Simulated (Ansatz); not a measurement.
The starting structures come from a database of crystals and need not be the phases stable at ambient conditions.

The decay constant κ of evanescent states in the gap governs leakage through a thin film.

Given:

```yaml
crystal:
  lattice:
    - [5.64181, 0.00000, 0.00000]
    - [0.00000, 5.66024, 0.00000]
    - [2.82091, 2.83012, 3.91115]
  atoms:
    - { symbol: La, position: [0.25000, 0.00900, 0.00000] }
    - { symbol: La, position: [0.75000, 0.49100, 0.00000] }
    - { symbol: Ti, position: [0.47973, 0.75000, 0.50000] }
    - { symbol: Ti, position: [0.02027, 0.25000, 0.50000] }
    - { symbol: N, position: [0.28880, 0.03880, 0.42240] }
    - { symbol: N, position: [0.21120, 0.46120, 0.57760] }
    - { symbol: O, position: [0.25000, 0.57999, 0.00000] }
    - { symbol: O, position: [0.75000, 0.92001, 0.00000] }
    - { symbol: O, position: [0.79726, 0.04726, 0.40548] }
    - { symbol: O, position: [0.70274, 0.45274, 0.59452] }
```

Space group of this cell: I2_12_12_1. The cell is taken as given; by r2SCAN its mean pressure is -3.0 GPa.

Transport runs along the normal of the first two printed cell vectors.

No gap correction and no spin-orbit coupling; mid-gap values are interpolated between computed energies.

### Question
State the band gap and the smallest decay constant κ at mid-gap according to r2SCAN (Ansatz, a first-principles code).

### Answer
Gap 1.62 eV on a 8×8×8 mesh; κ = 0.308 1/Å, at (0.167, 0.000) of the in-plane reciprocal vectors. At the zone centre, at the nearest computed energy, the slowest state has κ = 0.31 1/Å.
